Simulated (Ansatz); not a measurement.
# Rh: biaxial strain +2.53 %, plane normal [001], relaxed out of plane

Consider Rh in the fcc (Cu type) structure (space group Fm-3m, No. 225; a = 3.802 Å; relaxed with 0.1 eV smearing). Axes: x, y, z lie along the cube axes.

It is then changed as follows: tensile biaxial strain of 2.53 % in the plane normal to [001], as in epitaxy on a mismatched substrate; the out-of-plane cell vector and the atoms relax.

Level of theory: Ansatz (a program for electronic structure), r2SCAN, PAW, cutoff 500 eV, without spin-orbit coupling. k-mesh 30×30×30 (Γ-centred); smearing 0.1 eV (Fermi–Dirac).

The volume per atom grows by 0.38 Å³ to 14.11 Å³ and the space group becomes I4/mmm (No. 139) (base: Fm-3m (No. 225)). The shortest interatomic distance increases by 0.0045 Å, from 2.688 Å to 2.693 Å and the energy increases by 23 meV/atom. The band gap remains zero and the out-of-plane strain amounts to -2.25 %. The ratio −ε⊥/ε∥ is 0.89.

Stability against distortions was not tested. The final runs are not spin-polarised. Rh lies near a magnetic instability that expansion can trigger; it was not tested.
